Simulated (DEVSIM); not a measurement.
System: Ge n-i-p diode, at 250 K.

```csv
layer (left to right),material,thickness (μm),Nd (cm⁻³),Na (cm⁻³),τn (s),τp (s)
1,Ge,1.40,1.5e17,-,0.00029,0.00029
2,Ge,1.60,-,5.4e11,0.00029,0.00029
3,Ge,0.410,-,2.2e17,0.00029,0.00029
```

Left contact: ohmic. Right contact: ohmic. Voltage is applied to the left contact. Recombination: SRH at mid-gap. Mobility is μmin + (μ − μmin)/(1 + (N/Nref)^α).

The device is made up for the run: typed textbook-type constants, with dimensions and the other settings drawn at random. Values at 300 K; Nc and Nv go as T^1.5, mobilities as T to minus their exponent, the gap by Varshni's rule with the affinity fixed. The table also holds parameters that only a changed run uses.

| parameter | Ge |
|---|---|
| gap (eV) | 0.664 |
| affinity (eV) | 4 |
| permittivity | 16 |
| Nc (cm⁻³) | 1.04e19 |
| Nv (cm⁻³) | 6e18 |
| μn (cm²/Vs) | 3900 |
| μp (cm²/Vs) | 1900 |
| μn,min | 150 |
| μp,min | 100 |
| Nref,n | 2.6e17 |
| Nref,p | 4e17 |
| αn | 0.56 |
| αp | 0.6 |
| T exponent of μn | 1.66 |
| T exponent of μp | 2.33 |
| Cn (cm⁶/s) | 1e-31 |
| Cp (cm⁶/s) | 1e-31 |
| Varshni α (eV/K) | 0.000477 |
| Varshni β (K) | 235 |

Simulated with DEVSIM: 1D drift-diffusion, Boltzmann statistics, complete ionisation; no tunnelling, impact ionisation, image-force lowering or self-heating.

Base results: dark forward voltage at 100 A/cm² (V) 0.401; dark forward voltage at 1 A/cm² (V) 0.301; potential step across the device at zero bias (V) 0.532.

### Question
What follows from this one change: temperature 250 → 300 K?

### Answer
dark forward voltage at 100 A/cm² 0.401 → 0.316 V; dark forward voltage at 1 A/cm² 0.301 → 0.195 V; potential step across the device at zero bias 0.532 → 0.469 V.

### Question
What follows from this one change: thickness of layer 3 0.41 → 0.25 μm?

### Answer
dark forward voltage at 100 A/cm² 0.401 → 0.393 V; dark forward voltage at 1 A/cm² 0.301 → 0.292 V; potential step across the device at zero bias little changed (0.532 V).

### Question
What follows from this one change: thickness of layer 1 1.4 → 0.49 μm?

### Answer
dark forward voltage at 100 A/cm² 0.401 → 0.394 V; dark forward voltage at 1 A/cm² 0.301 → 0.293 V; potential step across the device at zero bias little changed (0.532 V).

### Question
What follows from this one change: constant mobility in place of the doping-dependent one?

### Answer
dark forward voltage at 100 A/cm² 0.401 → 0.390 V; dark forward voltage at 1 A/cm² 0.301 → 0.288 V; potential step across the device at zero bias little changed (0.532 V).
